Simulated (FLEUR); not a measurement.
Input and output of a self-consistent single point for Lu (P6_3/mmc, 2 atoms in the cell) (FLEUR)

Method of the run: LDA (Perdew-Zunger), all-electron FLAPW (FLEUR), scalar-relativistic valence.

Input as run:

Input of the input generator:

```
Lu
&input film=f /
3.5708211741 -0.0000002904 0.0000000000
-1.7854103356 3.0924219944 0.0000000000
0.0000000000 0.0000000000 5.5277710000
1.8897261246
1.0 1.0 1.0

2
71 0.3333333333 0.6666666667 0.2500000000
71 0.6666666667 0.3333333333 0.7500000000

&comp jspins=1 /
&exco xctyp='pz' /
&kpt div1=8 div2=8 div3=5 gamma=t /
&end /
```

```xml
<?xml version="1.0" encoding="UTF-8" standalone="no"?>
<fleurInput fleurInputVersion="0.39">
   <comment>
      Lu                                                                                                  
   </comment>
   <calculationSetup>
      <cutoffs Kmax="3.8" Gmax="13.3" GmaxXC="13.3" numbands="0"/>
      <scfLoop itmax="100" minDistance="0.00001" maxIterBroyd="15" imix="Anderson" alpha="0.05" precondParam="0.0" spinf="2.0"/>
      <coreElectrons ctail="T" frcor="F" kcrel="0" coretail_lmax="0"/>
      <xcFunctional name="pz" relativisticCorrections="F"/>
      <magnetism jspins="1"/>
      <soc l_soc="F" theta="0.0" phi="0.0" spav="F"/>
      <expertModes spex="0" secvar="F"/>
      <geometryOptimization l_f="T" forcealpha="1.0" forcemix="BFGS" epsdisp="0.00001" epsforce="0.00001"/>
      <ldaU l_linMix="F" mixParam="0.05" spinf="1.0"/>
   </calculationSetup>
   <cell>
      <bzIntegration valenceElectrons="50.0" mode="gauss" fermiSmearingEnergy="0.00367493">
         <kPointListSelection listName="default-1"/>
         <!-- k-points included here -->
         <xi:include xmlns:xi="http://www.w3.org/2001/XInclude" href="kpts.xml"> </xi:include>
      </bzIntegration>
      <!-- symmetry operations included here -->
      <xi:include xmlns:xi="http://www.w3.org/2001/XInclude" href="sym.xml"> </xi:include>
      <bulkLattice scale="1.0">
         <bravaisMatrix>
            <row-1>    6.7478740589716146    -0.0000005487764666     0.0000000000000000</row-1>
            <row-2>   -3.3739365543141733     5.8438306311053143     0.0000000000000000</row-2>
            <row-3>    0.0000000000000000     0.0000000000000000    10.4459732695062666</row-3>
         </bravaisMatrix>
      </bulkLattice>
   </cell>
   <atomSpecies>
      <species name="Lutetium (Lu)" element="Lu" atomicNumber="71">
         <mtSphere radius="2.68" gridPoints="925" logIncrement="0.014"/>
         <atomicCutoffs lmax="10" lnonsphr="8"/>
         <electronConfig flipSpins="F">
            <coreConfig>(1s1/2) (2s1/2) (2p1/2) (2p3/2) (3s1/2) (3p1/2) (3p3/2) (4s1/2) (3d3/2) (3d5/2) (4p1/2) (4p3/2) (4d3/2) (4d5/2)</coreConfig>
            <valenceConfig>(5s1/2) (5p1/2) (5p3/2) (6s1/2) (4f5/2) (4f7/2) (5d3/2) (5d5/2)</valenceConfig>
            <stateOccupation state="(5d3/2)" spinUp="0.2" spinDown="0.2"/>
            <stateOccupation state="(5d5/2)" spinUp="0.3" spinDown="0.3"/>
         </electronConfig>
         <energyParameters s="6" p="6" d="5" f="4"/>
         <lo type="SCLO" l="0" n="5" eDeriv="0"/>
         <lo type="SCLO" l="1" n="5" eDeriv="0"/>
      </species>
   </atomSpecies>
   <atomGroups>
      <atomGroup species="Lutetium (Lu)">
         <relPos label="                   1">1.000/3.000 -1.000/3.000 1.000/4.000</relPos>
         <relPos label="                   2">-1.000/3.000 1.000/3.000 -1.000/4.000</relPos>
         <force calculate="T" relaxXYZ="TTT"/>
      </atomGroup>
   </atomGroups>
   <output dos="F" band="F" slice="F">
      <checks vchk="F" cdinf="F"/>
      <bandDOS minEnergy="-.5*Htr" maxEnergy="0.5*Htr" sigma="0.015" storeEVData="T"/>
      <vacuumDOS vacdos="F" integ="F" star="F" nstars="0" locx1="0.0" locy1="0.0" locx2="0.0" locy2="0.0" nstm="0" tworkf="0.0"/>
      <unfoldingBand unfoldBand="F" supercellX="1" supercellY="1" supercellZ="1"/>
      <plotting iplot="0" polar="F">
         <plot TwoD="T" vec1="  1.0  0.0  0.0" vec2="  0.0  1.0  0.0" vec3="  0.0  0.0  1.0" zero="  0.0  0.0  0.0" file="plot"/>
      </plotting>
      <chargeDensitySlicing numkpt="0" minEigenval="0.0" maxEigenval="0.0" nnne="0" pallst="F"/>
      <specialOutput eonly="F"/>
      <magneticCircularDichroism mcd="F" energyLo="-10.0" energyUp="0.0"/>
   </output>
  <!-- We include the file relax.xml here to enable relaxations (see documentation) -->
  <xi:include xmlns:xi="http://www.w3.org/2001/XInclude" href="relax.xml"> <xi:fallback/> </xi:include>
</fleurInput>
```

Output, abridged:

```
      Welcome to FLEUR        (www.flapw.de)
      MaX-Release 8.1          (www.max-centre.eu)

 ========== k-point set info ==========
 Selected k-point list: default-1
 k-point list type: mesh
 8 x 8 x 5
 Number of k points: 30

 ------------Calculation Setup---------------------------
           1           2           3           5           6          10          15          30
 Number of basis functions:          408
 Iteration:     1   Distance:       7.59536028 me/bohr^3
 Iteration:     2   Distance:       6.59664684 me/bohr^3
 Iteration:     3   Distance:       3.70614074 me/bohr^3
 Iteration:     4   Distance:       1.18730830 me/bohr^3
 Iteration:     5   Distance:       1.01705645 me/bohr^3
 Iteration:     6   Distance:       0.35369942 me/bohr^3
   [... 3 lines left out ...]
 Iteration:    10   Distance:       0.00138816 me/bohr^3
 Iteration:    11   Distance:       0.00014804 me/bohr^3
 Iteration:    12   Distance:       0.00030045 me/bohr^3
 Iteration:    13   Distance:       0.00003265 me/bohr^3
 Iteration:    14   Distance:       0.00000311 me/bohr^3
 Run finished successfully
 Stop message:
   Structural relaxation: Done

[file out, last iteration]
             iter=     15
          p o t e n t i a l   g e n e r a t o r
[...]
          integral of pseudo charge density inside the slab=        0.000000   0.000000
     coulomb potential in the interstitial region:
          density-coulomb potential integrals
          total density-coulomb potenti   -49524.2446426095
          density-effective potential integrals for spin  1
          total density-effective poten   -5.0302975013E+04
          charge density-energy density integrals
          total charge density-energy d   -5.8671317942E+02
 Updated energy parameters for spin:           1
  Atom    1 6s branch from -1.78 to  1.77 htr. ; e_l =  0.1728
  Atom    1 6p branch from -0.65 to  2.59 htr. ; e_l =  0.3087
  Atom    1 5d branch from -6.60 to  0.82 htr. ; e_l =  0.3162
  Atom    1 4f branch from -9.99 to  0.08 htr. ; e_l =  0.0968
  Atom    1 5s branch from-17.34 to -1.78 htr. ; e_l(l -1.8048
  Atom    1 5p branch from-12.67 to -0.65 htr. ; e_l(l -0.7425
[...]
 fermi energy and band-weighting factors:
at   0.00000   0.00000   0.00000   k-weight:    0.003125
   39 eigenvalues :
   -1.805651   -1.804552   -0.735424   -0.722194   -0.722194   -0.719353   -0.719353   -0.717825
    0.047368    0.071432    0.071743    0.072009    0.072650    0.072650    0.072809    0.072809
    0.073163    0.073163    0.073526    0.074253    0.074253    0.074763    0.074904    0.178965
    0.289918    0.338782    0.338782    0.356565    0.364484    0.364484    0.380195    0.380195
    0.462725    0.462725    0.537753    0.640729    0.722002    0.754160    0.789570
   [... 2 blocks of this kind left out ...]

[...]
FERMIE:
          first approx. to ef    (T=0)  :   0.263873 htr   (energy of the highest occ. eigenvalue)
          number of occ. states  (T=0)  :        749
          first approx. to seigv (T=0)  : -12.651791 htr
          sum of weights of occ. states :  25.012500
          sum of semicore charge        :   0.000000 e
          fermi energy=   0.26411 har   work function=  -7.18677 ev
   [... lines left out ...]
          total moment                 =     0.00000
 Direct bandgap for spin            1 :    1.0020839863740250E-003  Htr
   [... lines left out ...]
               2.   0.   0.5 -394.1672      2.0000
               2.   1.   0.5 -376.3022      2.0000
   [... 11 lines left out ...]
          atom type    1  (spin 1)
          kinetic energy=  0.157478176286E+05     sum of the eigenvalues= -0.890337438101E+04
          0.00000158  electrons lost from core.
          total charge for spin  1=  142.000000
          interst. charge =       4.038920
          mt charge=             68.980540
          total charge  =  142.000000
          zc=   142.000000     qfix=    1.000000
     t o t a l  e n e r g y
          sum of eigenvalues =            -17819.4067890498
          density-coulomb potential int   -49524.2446426095
          density-effective potential i   -50302.9750132521
          charge density-ex.-corr.energ     -586.7131794243
          el.-nucl. inter. diff. m.t.      36210.9986661105
          Madelung term for atom type:       -68.3815827022
 ---->    total energy=                   -29144.6475253395 htr
 ---->    (input%tkb*entropy) TS=              0.0000000000 htr
 ---->    free energy=                    -29144.6475253395 htr
      extrapolation for T->0
 ---->    total electron energy=          -29144.6475253395 htr
 ***** TOTAL FORCES ON ATOMS *****
 TOTAL FORCE FOR ATOM TYPE=  1  X=  3.374   Y= -1.948   Z=  2.611
                       FX_TOT= 0.000000 FY_TOT= 0.000000 FZ_TOT= 0.000000
 Structural relaxation: Done
```

The run converged in 14 iterations. FLEUR gives forces in its relaxation mode, with a further iteration, so its stop message speaks of a relaxation.

The starting cell comes from a database of computed structures (which also holds hypothetical and non-ambient phases and stackings), without a prior relaxation at this level. Its lattice was rescaled by a random factor within 2.5 % of one. Spin-orbit coupling is off. Values depend on the basis (sphere radii, cutoffs, local orbitals), which need not be converged. The log's line on a gap gives a spacing of levels on this mesh, which the program prints for metals too.

Cost on one core of a shared machine: roughly 40 s.
